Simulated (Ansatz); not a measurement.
The starting structures come from a database of crystals and need not be the phases stable at ambient conditions.

Tunnelling through a barrier is set by its complex band structure: the current falls as exp(−2κd) with the smallest κ.

Data:

```
CELL_PARAMETERS angstrom
      5.98153     0.00000     0.00000
     -2.99077     6.98102     0.00000
      2.99077     0.00000    12.04983
ATOMIC_POSITIONS crystal
  Rb 0.42902 0.50000 0.14196
  Rb 0.07098 0.50000 0.85804
  Rb 0.82098 0.00000 0.35804
  Rb 0.17902 0.00000 0.64196
  Nb 0.00000 0.00000 0.00000
  Nb 0.25000 0.50000 0.50000
  Ag 0.50000 0.00000 0.00000
  Ag 0.75000 0.50000 0.50000
  S  0.74211 0.80306 0.88872
  S  0.36917 0.19694 0.88872
  S  0.82777 0.19694 0.11128
  S  0.06095 0.80306 0.11128
  S  0.50789 0.69694 0.61128
  S  0.88083 0.30306 0.61128
  S  0.42223 0.30306 0.38872
  S  0.18905 0.69694 0.38872
```

Space group of this cell: Fddd. The cell is taken as given; by r2SCAN its mean pressure is -1.2 GPa.

Transport runs along the normal of the first two printed cell vectors.

The gap is the functional's own, uncorrected, and κ follows it; spin-orbit coupling is left out. Mid-gap values are interpolated between the computed energies.

Problem. Predict the band gap and the smallest decay constant κ at mid-gap from r2SCAN (Ansatz, a program for electronic structure).

Solution. Gap 2.47 eV on a 6×6×6 mesh; κ = 0.411 1/Å, at the zone centre.
